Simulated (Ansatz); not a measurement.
The reference is BAs in the zinc blende structure (space group F-43m, No. 216; a = 4.8093 Å).

All numbers come from PBE (Ansatz, a quantum-chemistry and plane-wave program, PAW, no SOC).

For the base:

Smallest direct gap: 3.26 eV
Band gap: 1.21 eV

Perturbation: every lattice vector is shortened by 2.00 %; the atoms relax in the strained cell.

Problem. Predict the new smallest direct gap.

Solution. The smallest direct gap grows by 0.077 eV, from 3.26 eV to 3.33 eV.

Problem. Estimate the effect on the band gap.

Solution. The band gap shrinks by 0.06 eV (1.21 eV → 1.15 eV).

Problem. What does the calculation give for the energy relative to the base after the change?

Solution. The energy rises by 22 meV/atom.

Whether these cells are dynamically stable was not tested.
